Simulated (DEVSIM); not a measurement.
Structure: abrupt Ge n-p junction, at 400 K.

Layer 1 from the left is Ge, thickness (μm) 0.700, Nd (cm⁻³) 3.5e18, τn (s) 2e-7, τp (s) 2e-7. Layer 2 from the left is Ge, thickness (μm) 0.680, Na (cm⁻³) 2e17, τn (s) 2e-7, τp (s) 2e-7.

Left contact: ohmic. Right contact: ohmic. Voltage is applied to the left contact. Recombination: SRH at mid-gap, radiative. Mobility is μmin + (μ − μmin)/(1 + (N/Nref)^α).

Constants are typed, rounded textbook-type inputs, not results; the design itself was drawn at random and stands for no fabricated device. Values at 300 K; Nc and Nv go as T^1.5, mobilities as T to minus their exponent, the gap by Varshni's rule with the affinity fixed.

Ge: gap (eV) 0.664, affinity (eV) 4, permittivity 16, Nc (cm⁻³) 1.04e19, Nv (cm⁻³) 6e18, μn (cm²/Vs) 3900, μp (cm²/Vs) 1900, μn,min 150, μp,min 100, Nref,n 2.6e17, Nref,p 4e17, αn 0.56, αp 0.6, T exponent of μn 1.66, T exponent of μp 2.33, B (cm³/s) 6.4e-14, Varshni α (eV/K) 0.000477, Varshni β (K) 235.

**Question.** Estimate by hand the built-in potential, the peak field at zero bias, and compare with a numerical solution.

**Answer.** 
- Built-in potential: ni = √(Nc Nv) exp(−Eg/2kT) = 1.42e15 cm⁻³ with Eg = 0.624 eV; Vbi = kT/q ln(Na Nd/ni²) = 0.440 V; numerical 0.440 V.
- Peak field at zero bias: depletion approximation: W = √(2εVbi/(qN)) = 0.0641 μm with N = 1.89e17 cm⁻³; field = 2Vbi/W = 137000 V/cm; numerical 147000 V/cm (estimate below by 6.6 %).

DEVSIM, 1D drift-diffusion, Boltzmann statistics, complete ionisation; no tunnelling, impact ionisation, image-force lowering or self-heating.
